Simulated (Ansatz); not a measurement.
The starting structures come from a database of crystals and need not be the phases stable at ambient conditions.

# Evanescent states of K3ZnH5 (I4/mcm, not sure to be the ambient phase, 18 atoms a cell, 16.7 Å³ an atom) along the normal of (101)

Method: r2SCAN (plane waves, PAW; Ansatz, a program for electronic structure).

The gap is the functional's own, uncorrected, and κ follows it; spin-orbit coupling is left out. Mid-gap values are interpolated between the computed energies.

Energies count from the valence-band top; κ is the least over a 6×6 mesh across the current.

| E (eV) | κ (1/Å) | where |
|---|---|---|
| 0.10 | 0.197 | Γ |
| 0.30 | 0.294 | Γ |
| 0.50 | 0.337 | Γ |
| 0.70 | 0.360 | Γ |
| 0.90 | 0.375 | Γ |
| 1.10 | 0.383 | Γ |
| 1.30 | 0.388 | Γ |
| 1.50 | 0.390 | Γ |
| 1.70 | 0.389 | Γ |
| 1.90 | 0.386 | off Γ |
| 2.10 | 0.380 | off Γ |
| 2.30 | 0.372 | off Γ |
| 2.50 | 0.363 | off Γ |
| 2.70 | 0.351 | off Γ |
| 2.90 | 0.336 | off Γ |
| 3.10 | 0.319 | off Γ |
| 3.30 | 0.295 | off Γ |
| 3.50 | 0.266 | off Γ |
| 3.70 | 0.230 | off Γ |
| 3.90 | 0.180 | off Γ |
| 4.10 | 0.096 | off Γ |

How thick must the barrier be to attenuate the transmission by 10^4 when the electrodes' Fermi level lies at 1.10 eV, and what attenuation does that film give at 2.10 eV?

d = 4 ln 10 / (2 × 0.383) = 12.0 Å. At 2.10 eV it gives 4 × 0.380/0.383 = 4.0 decades.
